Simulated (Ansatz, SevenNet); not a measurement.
## SnBi2Te4 (R-3m, No. 166, 7 atoms in the cell; start mp-38605): properties by level of theory

```json
[
 {"level (code)": "SevenNet-0", "equilibrium lattice constant a (Å)": "4.486", "c axis length (Å)": "(withheld)"},
 {"level (code)": "PBEsol (Ansatz)", "equilibrium lattice constant a (Å)": "4.399", "c axis length (Å)": "41.212"},
 {"level (code)": "PBE-D3(BJ) (Ansatz)", "equilibrium lattice constant a (Å)": "4.407", "c axis length (Å)": "41.228"}
]
```

**Question.** Complete the blanks.

**Answer.** 
- SevenNet-0, c axis length (Å): 42.790

Caveats: the relaxation could not lower the start's symmetry, so the cell can be a saddle point above a distorted one (SevenNet-0). Ansatz's density-functional and Hartree–Fock values are scalar-relativistic unless marked +SOC, with PAW data made under PBE.

Computed values are for the static lattice.

A start named mp-… is a Materials Project structure, which need not be a measured phase.

Ansatz is a program for electronic structure.
